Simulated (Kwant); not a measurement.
Device: wire with a side stub in a Si two-dimensional gas. Effective mass 0.19 mₑ, grid spacing 15 nm, hard walls, nominal width 260 nm (17 grid rows, so walls 270 nm apart), one parabolic valley, scattering region 900 nm long along x; energies count from the band bottom; Fermi energy swept from 1.7592e-05 to 0.00020891 eV. Closed stub on one side, 300 nm wide and 320 nm deep.

The device is made up for the run: typed textbook-type constants, with dimensions and the other settings drawn at random.

Computed with Kwant: effective-mass tight-binding model on a square grid, one spin, coherent transport at 0 K. Conductance is in e²/h.

### Question
How many channels do the leads carry at E = 0.0690, 0.186 meV?

### Answer
The hard-wall thresholds are n² ħ²π²/(2mW²) = n² × 0.0271 meV with W = 270 nm. √(0.0690/0.0271) = 1.59, so 1. √(0.186/0.0271) = 2.62, so 2.
